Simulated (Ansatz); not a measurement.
We consider fluorite HfO2 (high-temperature phase), described by r²SCAN-D4 (Ansatz, a first-principles code, plane waves, PAW).

Numerical settings: plane-wave cutoff 500 eV, 10×10×10 k mesh, gaussian smearing 0.02 eV, scalar-relativistic PAW data made under PBE.

Cell (relaxed at this level):

Space group Fm-3m (No. 225); a = 5.0505 Å, b = 5.0505 Å, c = 5.0505 Å, α = 90.00°, β = 90.00°, γ = 90.00°

| atom | site | symmetry | x | y | z |
|---|---|---|---|---|---|
| Hf | 4a | m-3m | 0.0000 | 0.0000 | 0.0000 |
| O | 8c | -43m | 0.2500 | 0.2500 | 0.2500 |
(The calculation used a cell of 3 atoms; values per cell refer to that cell.)

Q: Give the computed band gap.

A: 
- band gap = 4.32 eV (on the SCF k mesh)

Note: symmetry holds this phase in the static calculation, where it need not be a minimum; held by symmetry at 0 K, a high-temperature phase can be a saddle point.

Spin–orbit coupling is not included.

It cost around 28 core-seconds (rough) of CPU time.
